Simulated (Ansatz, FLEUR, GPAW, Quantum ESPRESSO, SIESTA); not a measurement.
## AlV₂C (P6_3/mmc, 8 atoms in the cell) computed with different codes at matched settings

Self-consistent single point, at a second geometry (lattice scaled by 0.98). First geometry:

```
CELL_PARAMETERS angstrom
      2.87489     0.00000     0.00000
     -1.43745     2.48973     0.00000
      0.00000     0.00000    13.04716
ATOMIC_POSITIONS crystal
  Al 0.33333 0.66667 0.25000
  Al 0.66667 0.33333 0.75000
  V  0.33333 0.66667 0.58638
  V  0.66667 0.33333 0.41362
  V  0.66667 0.33333 0.08638
  V  0.33333 0.66667 0.91362
  C  0.00000 0.00000 0.00000
  C  0.00000 0.00000 0.50000
```

Shared settings, as Ansatz (a first-principles code) writes them: kpoints.mp_grid.grid = 11 11 2; scf.occupations.method = fermi_dirac; scf.occupations.width = 0.0073 Ry. Potentials and cutoffs stand in the table.

```csv
code,model,ΔF from the first geometry (meV/atom),pressure (GPa),largest force (eV/Å),cutoff
GPAW,"PBE, GPAW PAW datasets PBE (gpaw-data 1.0.1)",61.1,–,0.784,950 eV
Quantum ESPRESSO,"PBE, GBRV 1.5 ultrasoft (PBE) pseudopotentials",51.7,20.06,0.589,50 Ry
SIESTA,"GGA PBE, numerical atomic orbitals TZP, PseudoDojo PBE standard norm-conserving potentials (rewritten from UPF to PSML)",49.7,19.85,0.635,grid 400 Ry
FLEUR,"PBE, all-electron FLAPW (FLEUR), scalar-relativistic valence",55.0,–,0.591,Kmax 4.7 1/bohr
Ansatz,"PBE, PAW files",52.4,20.01,0.602,30.9 Ry
```

A dash marks a value that a program does not give, or that is left out as unsure.

On Ansatz's run: spin polarisation is off.

The spread over the programs that give each value: ΔF from the first geometry within 11.4 meV/atom; pressure within 0.21 GPa; largest force within 0.195 eV/Å.

SIESTA uses small atom-centred bases, whose incompleteness enters pressures, forces and empty levels differently from a plane-wave cutoff. FLEUR treats all electrons, but the usual bases taken here (sphere radii, linearisation, local orbitals, empty states) were not tested for convergence, so the values are no reference for the others. Ansatz's pressure is given at a fixed set of plane waves, as the other plane-wave codes print theirs; with its correction for the finite basis it is 20.29 GPa (the shift of 0.28 GPa shows how far the cutoff is from converged). The pressure of GPAW is left out: its cutoff lies under the one at which its stress was checked. In the force vectors, GPAW (by 0.182) lies more than 0.08 eV/Å from the median of the plane-wave programs.

The starting cell comes from a database of computed structures (which also holds hypothetical and non-ambient phases and stackings), without a prior relaxation at this level. Its lattice was rescaled by a random factor within 2.5 % of one. For this run, on top of that: lattice scaled by 0.98.

Keys are those of Ansatz 0.2.
